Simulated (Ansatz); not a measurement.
Seebeck coefficient (μV/K, mean over directions) of p-type SiC (P6_3mc) against carrier density, HSE06, rigid bands (Ansatz, a program for electronic structure). Computed gap 3.16 eV; densities at which minority carriers matter at this gap, or further valleys turn the trend, are left out. Conductivity mass 1.14 mₑ (harmonic mean over directions), N_v = 6.4e19 cm⁻³ at 300 K.

| hole density | 300 K | 500 K | 800 K |
|---|---|---|---|
| 1e16 cm⁻³ | 970 | 1040 | 1107 |
| 1e17 cm⁻³ | 772 | 842 | 909 |
| 1e18 cm⁻³ | 573 | 644 | 710 |
| 3e18 cm⁻³ | (withheld) | 549 | (withheld) |
| 1e19 cm⁻³ | 376 | 446 | 512 |
| 3e19 cm⁻³ | 284 | 352 | 418 |
| 1e20 cm⁻³ | 187 | (withheld) | 317 |
| 3e20 cm⁻³ | 114 | 170 | 228 |
| 1e21 cm⁻³ | 63 | 98 | 141 |

**Question.** Complete the blanks.

**Answer.** 
- 3e18 cm⁻³, 300 K: 479
- 3e18 cm⁻³, 800 K: 616
- 1e20 cm⁻³, 500 K: 253

Rigid bands with a gap fixed in temperature, one relaxation time for all states, no polarons or phonon drag, and whether or not such doping can be reached. Spin-orbit coupling is left out; where it splits the top of the valence band, N_v and the p-type Seebeck coefficient come out somewhat high without it. Geometry: cell and atoms relaxed with PBEsol.
